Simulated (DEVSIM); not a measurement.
System: Al/SiO2/p-Ge capacitor, at 300 K.

Layer 1 from the left is SiO2, thickness (nm) 1.20. Layer 2 from the left is Ge, thickness (nm) 460, Na (cm⁻³) 1.7e18.

Metal gate on the left, work function 4.1 eV. Fixed charge at the semiconductor interface 0 cm⁻² (in units of +e); no interface traps.

The device is made up for the run: typed textbook-type constants, with dimensions and the other settings drawn at random. Values at 300 K.

SiO2: gap (eV) 9, affinity (eV) 0.9, permittivity 3.9. Ge: gap (eV) 0.664, affinity (eV) 4, permittivity 16, Nc (cm⁻³) 1.04e19, Nv (cm⁻³) 6e18.

Estimate by hand the flat-band voltage, the threshold voltage, and compare with a numerical solution.


- Flat-band voltage: C = 2.88 μF/cm², work-function difference -0.531 V; VFB = φms − qNf/C = -0.53 V; numerical -0.53 V.
- Threshold voltage: φF = 0.292 V, depletion charge √(4εqNφF) = 6.72e-7 C/cm²; VT = VFB + 2φF + Qd/C = 0.29 V; numerical 0.28 V.

Model (solved in DEVSIM): 1D Poisson equation in equilibrium, Boltzmann statistics, complete ionisation; no quantum confinement or tunnelling. Metal contacts follow the ideal Schottky-Mott rule: no Fermi-level pinning, no interface dipoles.
